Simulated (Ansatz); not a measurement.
Reference: GaAs (F-43m), PBEsol, rigid bands (plane waves, PAW, scalar-relativistic; Ansatz, an electronic-structure program); axes and stresses refer to this cell.

```
CELL_PARAMETERS angstrom
      0.00000     2.82935     2.82935
      2.82935     0.00000     2.82935
      2.82935     2.82935     0.00000
ATOMIC_POSITIONS crystal
  Ga 0.00000 0.00000 0.00000
  As 0.25000 0.25000 0.25000
```

* **Seebeck coefficient, p-type 1e19 cm⁻³**: 322 μV/K
* **hole conductivity mass**: 0.36 mₑ
* **band gap**: 0.42 eV

### Question
Change: spin-orbit coupling switched on. What happens to Seebeck coefficient, p-type 1e19 cm⁻³, hole conductivity mass, band gap?

### Answer
Seebeck coefficient, p-type 1e19 cm⁻³ shrinks to 241 μV/K; hole conductivity mass rises to 0.41 mₑ; band gap falls to 0.32 eV.

Masses are for dilute carriers at 300 K, harmonic means over directions unless an axis is named. Seebeck coefficients are for the stated density at 300 K, with one relaxation time for all states and whether or not that doping can be reached. Spin-orbit coupling is left out unless a row names it; without it hole values are far off for these elements.
